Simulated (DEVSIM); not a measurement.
Structure: Al0.4Ga0.6As/GaAs p-n heterojunction, at 300 K.

Layer 1 from the left is Al0.4Ga0.6As, thickness (μm) 0.0780, Na (cm⁻³) 8.1e17, τn (s) 1.1e-9, τp (s) 3.7e-10. Layer 2 from the left is GaAs, thickness (μm) 2.00, Nd (cm⁻³) 6.6e15, τn (s) 3.7e-10, τp (s) 3.7e-10.

Left contact: ohmic. Right contact: ohmic. Voltage is applied to the left contact. Recombination: SRH at mid-gap, Auger. Mobility is μmin + (μ − μmin)/(1 + (N/Nref)^α).

The device is made up for the run: typed textbook-type constants, with dimensions and the other settings drawn at random. Values at 300 K.

Al0.4Ga0.6As: gap (eV) 1.9228, affinity (eV) 3.754, permittivity 11.76, Nc (cm⁻³) 7.93e17, Nv (cm⁻³) 9e18, μn (cm²/Vs) 3220, μp (cm²/Vs) 158, μn,min 500, μp,min 20, Nref,n 6e16, Nref,p 1.5e17, αn 0.39, αp 0.38, Cn (cm⁶/s) 1e-30, Cp (cm⁶/s) 1e-30. GaAs: gap (eV) 1.424, affinity (eV) 4.07, permittivity 12.9, Nc (cm⁻³) 4.7e17, Nv (cm⁻³) 9e18, μn (cm²/Vs) 8500, μp (cm²/Vs) 400, μn,min 500, μp,min 20, Nref,n 6e16, Nref,p 1.5e17, αn 0.39, αp 0.38, Cn (cm⁶/s) 1e-30, Cp (cm⁶/s) 1e-30.

Simulated with DEVSIM: 1D drift-diffusion, Boltzmann statistics, complete ionisation; no tunnelling, impact ionisation, image-force lowering or self-heating. Band offsets follow the typed affinities; no thermionic-emission limit at abrupt steps, no polarisation charge.

Q: What does the simulation give for the largest field in the device at zero bias, the potential step across the device at zero bias, the dark forward voltage at 100 A/cm², the dark forward voltage at 1 A/cm²?

A: largest field in the device at zero bias 170000 V/cm; potential step across the device at zero bias 1.434 V; dark forward voltage at 100 A/cm² 1.129 V; dark forward voltage at 1 A/cm² 0.972 V.
